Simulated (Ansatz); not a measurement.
Tunnelling through a barrier is set by its complex band structure: the current falls as exp(−2κd) with the smallest κ.

Given:

```yaml
crystal:
  lattice:
    - [3.23274, 0.00000, 0.00000]
    - [0.00000, 4.57179, 0.00000]
    - [1.61637, 2.28590, 1.61637]
  atoms:
    - { symbol: Na, position: [0.00000, 0.00000, 0.00000] }
    - { symbol: F, position: [0.00000, 0.50000, 0.00000] }
```

Space group of this cell: Fm-3m, rock salt. The cell is taken as given; by r2SCAN its mean pressure is 0.8 GPa.

Transport runs along the normal of the first two printed cell vectors, the (110) plane of the conventional cell.

The gap is the functional's own. No spin-orbit coupling. Mid-gap values are interpolated on the energy grid.

Question: Compute, with Ansatz (a first-principles code) with r2SCAN, the band gap and the smallest decay constant κ at mid-gap.

Answer: Gap 7.37 eV on a 18×18×18 mesh; κ = 0.562 1/Å, at the zone centre.
